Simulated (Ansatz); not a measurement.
System: SrHfO3 (I4/mcm, No. 140, 10 atoms in the cell; start mp-3721; a measured phase of this formula has another space group). Method: LDA (PAW; Ansatz, a first-principles code).

Numerical settings: plane-wave cutoff 520 eV, 8×8×8 k mesh, Fermi–Dirac smearing 0.01 eV, scalar-relativistic PAW data made under PBE.

Cell (relaxed at this level):

```yaml
crystal:
  lattice:
    - [-2.82670, 2.82670, 4.10341]
    - [2.82670, -2.82670, 4.10341]
    - [2.82670, 2.82670, -4.10341]
  atoms:
    - { symbol: Sr, position: [0.25000, 0.75000, 0.50000] }
    - { symbol: Sr, position: [0.75000, 0.25000, 0.50000] }
    - { symbol: Hf, position: [0.50000, 0.50000, 0.00000] }
    - { symbol: Hf, position: [0.00000, 0.00000, 0.00000] }
    - { symbol: O, position: [0.69026, 0.19026, 0.88051] }
    - { symbol: O, position: [0.30974, 0.80974, 0.11949] }
    - { symbol: O, position: [0.19026, 0.30974, 0.50000] }
    - { symbol: O, position: [0.80974, 0.69026, 0.50000] }
    - { symbol: O, position: [0.75000, 0.75000, 0.00000] }
    - { symbol: O, position: [0.25000, 0.25000, 0.00000] }
```

### Question
Give the computed band gap.

### Answer

* **band gap**: 4.06 eV (on the SCF k mesh)

Note: the relaxation could not lower the start's symmetry, so the cell can be a saddle point above a distorted one.

Spin–orbit coupling is not included.

Computed values are for the static lattice.

A start named mp-… is a Materials Project structure, which need not be a measured phase.
